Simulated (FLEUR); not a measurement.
# Equation of state of CuAu-type TiAl (space group 123): energy against volume (FLEUR, PBE)

```xyz
2
Lattice="2.7797 0.0000 0.0000 0.0000 2.7797 0.0000 0.0000 0.0000 3.9976" Properties=species:S:1:pos:R:3 pbc="T T T"
Ti     0.0000     0.0000     0.0000
Al     1.3898     1.3898     1.9988
```

Level of theory: PBE, all-electron FLAPW (FLEUR), scalar-relativistic valence (FLEUR). Settings: Kmax = 5.13 1/bohr; GmaxXC = 25.6 1/bohr; xcFunctional = pbe; jspins = 1; l_soc = F; mode = hist; fermiSmearingEnergy = 0.00183747 Htr; mesh (inpgen div1-3) = 12 12 8; inpgen gamma flag = true; Gmax = 25.6 1/bohr; numbands = 0; maxIterBroyd = 25; imix = Anderson; alpha = 0.05; precondParam = 0; minDistance = 1e-05 me/bohr^3. The cell above is the first row's. The rows scale it uniformly. In all rows fractional positions and the k mesh are held. E is the free energy at the stated smearing, counted from the lowest row.

```
V (Å^3/atom)  E (meV/atom)
------------  ------------
15.444               14.52
15.780                4.43
16.116                0.00
16.451                0.69
16.787                6.00
17.123               15.48
17.459               28.72
17.794               45.35
18.130                   ?
```

The 8 complete rows are fitted with the third-order Birch-Murnaghan form, a cubic in V^(-2/3), E against V. With u = V^(-2/3) - 0.154, the rows have u = 0.007248, 0.004951, 0.002733, 0.000598, -0.001471, -0.003473, -0.005411, -0.007282. Least squares gives E = 1.755 - 2096.99·u + 533175·u² - 120812·u³. Residuals (row less fit): 0.000, 0.002, -0.004, -0.002, 0.006, 0.006, -0.012, 0.005; standard error 0.008 (degrees of freedom: 4). Its minimum lies at u = 0.001968, so V0 = (0.155968)^(-3/2) = 16.23. There d²E/du² = 1065000 and d³E/du³ = -724900, so B0 = (4/9) × 16.23^(-7/3) × 1065000 × 0.160218 = 114 GPa (the last factor turns the table's units into GPa), and B0' = 4 + (2/3) × 0.155968 × (-724900)/1065000 = 3.9.

Q: Predict the withheld E at V = 18.130 from the fit, and compare with the calculation.

A: u = -0.009100, so E = 1.755 - 2096.99 × (-0.009100) + 533175 × (-0.009100)² - 120812 × (-0.009100)³ = 65.081 meV/atom. The calculation gives 65.05 meV/atom, 0.031 meV/atom below the prediction (under 0.05 % of the range of E in the table). The row lies outside the fitted rows, so this is an extrapolation. From the scatter of the fitted rows alone, a prediction at this place has a standard error of 0.020 meV/atom, so the miss is 1.6 times that.

Carrying the step between the two nearest rows on in a straight line would have given 62.03, off by 3.02; series whose last step already gives the withheld value aren't shown. The scan was laid around a cell of about the measured size, scaled by a guess for this functional; axis ratios and inner coordinates come from that cell. The runs keep the symmetry of the cell, so they don't test it for distortions. Spin polarisation is off. Values depend on the basis (sphere radii, cutoffs, local orbitals), which need not be converged. The shape of the cell and the inner coordinates aren't relaxed, so V0 and B0 belong to this uniform scaling; a relaxed crystal lies no higher in energy and is usually softer. Cutoffs and mesh are single choices, not tested for convergence of this quantity. Series with a scatter that would blur these digits, or in which a gap closes, are not shown. Nor are scans whose minimum lies at an end fitted in this form.
